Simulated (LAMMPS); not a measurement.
MD of CdTe (zinc blende) with 50 % of Te sites Se at zero pressure over temperature, 216 atoms; each row names its start.

Model: classical MD, pair style bop, file CdTeSe.bop.table; code LAMMPS.

```json
[
 {"T (K), start": "300, crystal", "state": "crystal; no diffusion seen in 15 ps", "volume": "30.790 ± 0.005 Å³/atom", "enthalpy": "-2.2497 ± 0.0003 eV/atom", "first peak of g(r), Cd-Te": "2.79 Å, height 13.9", "coordination number of Cd by Te": "2.00 (counted to 3.82 Å)"},
 {"T (K), start": "1000, crystal", "state": "crystal; no diffusion seen in 15 ps", "volume": "31.38 ± 0.01 Å³/atom", "enthalpy": "-2.0652 ± 0.0010 eV/atom", "first peak of g(r), Cd-Te": "2.79 Å, height 8.0", "coordination number of Cd by Te": "2.00 (counted to 3.82 Å)"},
 {"T (K), start": "1350, melt", "state": "liquid", "volume": "32.5 ± 0.2 Å³/atom", "enthalpy": "-1.645 ± 0.005 eV/atom", "first peak of g(r), Cd-Te": "2.90 Å, height 3.8", "coordination number of Cd by Te": "1.71 (counted to 3.58 Å)"}
]
```

Caution (rows 300, crystal; 1000, crystal): the random arrangement on this lattice is imposed, and need not be a phase that exists in equilibrium.

Caution (rows 1000, crystal; 1350, melt): a run this short can hold a crystal over, or a liquid under, the potential's own melting point, which these runs don't give.

Caution (row 1350, melt): the real compound melts congruently only under the pressure of its own vapour and loses its more volatile element when open.

States go by the mean squared displacement: a species diffuses where it passes 1.5 Å², still rises and gives D over 1e-6 cm²/s; a crystal has left its structure where atoms lie 0.35 Å off their sites on average or a cubic box changes its shape by 3 %, or the axial ratios of another lie 8 % off the starting cell's, which the potential's own relaxation can also do.

The ± values are statistical; the model's systematic error is not in them.
